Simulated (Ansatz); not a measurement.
LiSiN (model structure, started from the NaSnP type, P6₃mc, No. 186, 6 atoms in the cell), treated with r²SCAN in Ansatz (PAW).

Numerical settings: plane-wave cutoff 560 eV, 12×12×4 k mesh (along the axes of the cell as run), Fermi–Dirac smearing 0.01 eV, scalar-relativistic PAW data made under PBE.

Cell (relaxed at this level):

```xyz
6
Lattice="2.8227 0.0000 0.0000 -1.4114 2.4445 0.0000 0.0000 0.0000 9.2557" Properties=species:S:1:pos:R:3 pbc="T T T"
Li     0.0000     1.6297     2.5077
Li     1.4114     0.8148     7.1355
Si     0.0000     0.0000     0.1406
Si     0.0000     0.0000     4.7685
N      0.0000     1.6297     5.5968
N      1.4114     0.8148     0.9689
```

Question: What does this level give for the band gap, smallest direct gap on the k points sampled and direct gap at Γ?

Answer: 
* **band gap**: 1.32 eV (indirect)
* **smallest direct gap on the k points sampled**: 1.50 eV
* **direct gap at Γ**: 5.67 eV

Note: the relaxation could raise the start's symmetry but not lower it, so the cell can be a saddle point.

Static lattice: no zero-point or thermal effects.

A model structure was made by putting elements into a prototype or built by hand; it is no filed structure, need not be a known phase, and can be a saddle point held by its symmetry.

Ansatz is an electronic-structure program.
